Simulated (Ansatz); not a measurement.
```xyz
16
Lattice="0.0078 4.2876 4.2816 4.2876 0.0078 4.2816 4.2955 4.2955 0.0000" Properties=species:S:1:pos:R:3 pbc="T T T"
Ti     0.0870     0.0870     0.0000
Ti     2.0607     2.0607     0.0000
Ti     2.1438     0.0039     2.0455
Ti     4.2916     2.1517     2.2361
Ti     0.0039     2.1438     2.0455
Ti     2.1517     4.2916     2.2361
Ti     2.2348     2.2348     4.2816
Ti     4.2084     4.2084     4.2816
O      2.1477     2.1477     2.1408
O      4.2955     4.2955     2.1408
N      4.2916     2.1517     4.2816
O      6.4393     4.2994     4.2816
N      2.1517     4.2916     4.2816
O      4.2994     6.4393     4.2816
O      4.2955     4.2955     6.4224
O      6.4432     6.4432     6.4224
```

These are PBE (plane waves to 420 eV, PAW; Ansatz, a quantum-chemistry and plane-wave program) values and carry that method's errors. Scalar-relativistic, without spin–orbit coupling; the runs are not spin-polarised. Its k-point mesh 5×5×5, Fermi–Dirac width 0.05 eV.

### Question
Give the composition and order of this alloy cell, and its volume and bond lengths.

### Answer
A 16-atom cell of Ti(N,O) started in the rock salt structure, site fractions N 0.250, O 0.750, short-range order -0.11 among the nearest mixed sites of the first mixed sublattice (0 is random, a negative value favours unlike neighbours), space group Cmmm at the end, an ordered arrangement that its symmetry holds.
```
Property                                                                                         Value
--------------------------------------------------------  --------------------------------------------
volume per atom                                                                                9.84 Å³
O–Ti bonds (within 1.22 times the sum of covalent radii)  2.175 Å on average, from 2.144 to 2.236 (36)
N–Ti bonds (within 1.22 times the sum of covalent radii)  2.054 Å on average, from 2.045 to 2.058 (12)
```
